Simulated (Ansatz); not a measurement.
The parent structure is a 16-atom supercell of SiC (space group P6_3mc, No. 186; a = 3.078 Å, c = 10.076 Å) at its relaxed geometry.

Computed with Ansatz (an electronic-structure program) r2SCAN, spin-orbit coupling left out.

One neutral defect a cell, atoms relaxed at fixed cell.

One change was made to it. Results:

| quantity | base | after |
|---|---|---|
| largest displacement of a host atom from its site in the perfect cell | – | 0.20 Å |
| pressure | 0.0 GPa | -11.6 GPa |

Q: Which of these changes matches the shifts?
A. C interstitial (started 1.97 Å from the nearest host atom), symmetric start
B. C on a Si site (antisite)
C. Pb on a C site, symmetric start
D. Re on a Si site
E. H interstitial (started 1.97 Å from the nearest host atom), symmetric start

A: B, C on a Si site (antisite). For comparison, the pressure in the other runs: C interstitial (started 1.97 Å from the nearest host atom), symmetric start gives 12.5 GPa; Re on a Si site gives 8.5 GPa; H interstitial (started 1.97 Å from the nearest host atom), symmetric start gives 2.7 GPa; Pb on a C site, symmetric start gives 32.5 GPa.

The magnetic state is the one reached from the starting moments; the real material's order can differ, and small cells can't hold many antiferromagnetic ones. The cell is small, so the values are those of an ordered compound at a high defect concentration; dilute-limit values will differ. The mesh was chosen for an insulator and is coarse for the gapless case. Defects with a symmetric start kept the site's symmetry and may sit on a saddle; the others started slightly shaken. Seeded moments were not kept for C on a Si site (antisite), C interstitial (started 1.97 Å from the nearest host atom) and Pb on a C site.
